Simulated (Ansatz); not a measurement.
The reference is TiO2 in the anatase structure (space group I4_1/amd, No. 141; a = 3.770 Å, c = 9.552 Å). Axes: x, y, z lie along a, b, c of the conventional cell.

Computed with Ansatz (a first-principles code), PBEsol, PAW, cutoff 420 eV, spin-orbit coupling left out.

Modification: uniaxial strain ε_xx = −3.00 %, all other strain components held at zero; the atoms relax in the strained cell.

Q: Predict the stress tensor and what it implies for the stiffness.

A: Stress of the strained cell less that of the base (GPa, compression positive):
```
  12.10    0.00    0.00
   0.00    5.08    0.00
   0.00    0.00    5.19
```

Then −Δσ_ii/ε with ε = -0.0300 gives secant stiffness values (nonlinear terms included at this strain): C11 ≈ 403 GPa, C12 ≈ 169 GPa and C13 ≈ 173 GPa.

As a check, the harmonic strain energy −½ V₀ Δσ:ε is 13 meV/atom; the computed energy rise is 12 meV/atom.

Stability against distortions was not tested. The final runs are not spin-polarised.
